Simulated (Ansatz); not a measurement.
Worked example: relaxation of cell and atoms of CrGa₄ (Im-3m, 5 atoms in the cell) in Ansatz (an electronic-structure program).

Method of the run: LDA (PW92), default PAW files made with PBE (plane waves; Ansatz).

The change in words: atoms on their sites; basis.ecutwfc: 420 eV → 295 eV; relax: default → cell and atoms. Reference geometry:
```
CrGa4
1.0
   -2.81304     2.81304     2.81304
    2.81304    -2.81304     2.81304
    2.81304     2.81304    -2.81304
Cr Ga
1 4
Cartesian
  0.00000   0.00000   0.05000
  1.40652   1.40652  -1.40652
  1.40652  -1.40652   1.40652
  1.40652   1.40652   1.40652
 -1.40652   1.40652   1.40652
```

Reference input (self-consistent single point, DFT, LDA (PW92), plane waves, default PAW files made with PBE): basis.ecutwfc = 420 eV; kpoints.mp_grid.grid = 5 5 5; hamiltonian.xc = lda; hamiltonian.pseudopotentials = {kind: paw} (the program's default PAW files); scf.occupations.method = fermi_dirac; scf.occupations.width = 0.1 eV. This run's input differs from it in these lines:

Ansatz 0.2 input:
```diff
@@ -6,3 +6,3 @@
   atoms:
-    - { symbol: Cr, position: [0.00888700, 0.00888700, 0.00000000] }
+    - { symbol: Cr, position: [0.00000000, 0.00000000, 0.00000000] }
     - { symbol: Ga, position: [0.00000000, 0.00000000, 0.50000000] }
@@ -12,3 +12,3 @@
 basis:
-  ecutwfc: 420.0
+  ecutwfc: 295.0
 kpoints:
@@ -20,2 +20,4 @@
   occupations: { method: fermi_dirac, width: 0.1 }
+relax:
+  cell: {}
 output:
```

The program printed (abridged):

```
   [... SCF lines of the steps left out ...]
relax step   1: F+E_penalty+E_count = -18150.77119769 eV  Δ(F+E_penalty+E_count) = +0.000e0 eV  max|allowed force component| = 1.146e-29 eV/Å  Δτ_max = 0.0000 Å  P = -5.003 GPa  Ω = 89.040 Å³  (9 SCF iters, dr2 threshold 1.00e-7 eV, accepted)
relax step   2: F+E_penalty+E_count = -18151.20287704 eV  Δ(F+E_penalty+E_count) = -4.317e-1 eV  max|allowed force component| = 1.245e-28 eV/Å  Δτ_max = 0.0000 Å  P = +4.539 GPa  Ω = 85.002 Å³  energy of the carried Pulay correction = +4.252e-1 eV  [...]
   [... lines left out ...]
relax step 120: F+E_penalty+E_count = -18150.87571765 eV  Δ(F+E_penalty+E_count) = -3.713e-3 eV  max|allowed force component| = 2.966e-29 eV/Å  Δτ_max = 0.0000 Å  P = -0.002 GPa  Ω = 84.066 Å³  energy of the carried Pulay correction = +3.701e-3 eV  [...]
relax step 121: F+E_penalty+E_count = -18150.82802379 eV  Δ(F+E_penalty+E_count) = +4.769e-2 eV  max|allowed force component| = 4.965e-29 eV/Å  Δτ_max = 0.0000 Å  P = +0.092 GPa  Ω = 84.066 Å³  stress off target by 9.22e-2 GPa  SCF on the basis [...]
basis re-selected at this cell: Δ(F+E_penalty+E_count) = +4.769e-2 eV, ΔP = +0.094 GPa vs the last step
   [... lines left out ...]
Free energy (F): -18150.828024 eV
Fermi energy:    10.381882 eV
Error: variable-cell relaxation did not converge after 121 `relax_step` rows, as none of its last 58 fresh-basis SCF(s) at a relaxed cell met both thresholds with a finite energy. The last misses `relax.cell.stress_tol`: largest allowed force component 4.96e-29 eV/Å (`relax.f_tol` 1.00e-2 eV/Å), stress off the target on the free part of the cell 9.22e-2 GPa (`relax.cell.stress_tol` 5.00e-2 GPa), F+E_penalty+E_count -18150.82802379 eV. The closest is row 91, whose structure comes with this error. Larger ratio of force or stress to its threshold at each such SCF whose figures are numbers: 62.834, 26.899, 11.404, 3.065, 1.722, 2.355, 1.980, 1.326, 2.356, 1.760, 2.081, 1.825, 2.002, [...]
   [... lines left out ...]
to start a new deck from the relaxed geometry:
  cell:  # Å, volume = 84.0963 Å³
    - [-2.7599779910147437, 2.7599779910147437, 2.7599779910147437]
    - [2.7599779910147437, -2.7599779910147437, 2.7599779910147437]
    - [2.7599779910147437, 2.7599779910147437, -2.7599779910147437]
  atoms:
    - { symbol: Cr, position: [8.914646571077258e-37, -4.674840661987482e-35, -4.6142210652981365e-35] }
    - { symbol: Ga, position: [0.0, 0.0, 0.5] }
    - { symbol: Ga, position: [0.0, 0.5, 0.0] }
    - { symbol: Ga, position: [0.5, 0.5, 0.5] }
    - { symbol: Ga, position: [0.5, 0.0, 0.0] }
```

The relaxation ended unconverged.  The full log also holds: “iter 4 did not close the SCF: its close was put off for the readings that it lacked (scf_convergence_deferred on its scf_iter line)”. The full log also holds: “iter 5 did not close the SCF: its close was put off for the readings that it lacked (scf_convergence_deferred on its scf_iter line)”.

The starting cell comes from a database of computed structures (which also holds hypothetical and non-ambient phases and stackings), without a prior relaxation at this level. Its lattice was rescaled by up to half a per cent. The cutoff lies below the one recommended for these files.

Cost on one core of a shared machine: roughly 3 min.
